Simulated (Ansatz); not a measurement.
How the bulk modulus of MgO (model structure, from the CsCl type, Pm-3m, No. 221) moves with the method

No measured value is used here.

```csv
level (code),value (GPa),cell (Å³/atom)
LDA (Ansatz),162,8.77
PBEsol (Ansatz),148,9.13
r²SCAN (Ansatz),158,9.03
```

LDA, PBEsol, r²SCAN: the bulk modulus is −V dP/dV from two relaxed cells at ±2 % in volume. Each level is taken at its own relaxed cell. Cutoffs differ between the levels. Ansatz's density-functional and Hartree–Fock values are scalar-relativistic unless marked +SOC, with PAW data made under PBE.

A model structure was made by putting elements into a prototype or built by hand; it is no filed structure, need not be a known phase, and can be a saddle point held by its symmetry.

Ansatz is an electronic-structure program.
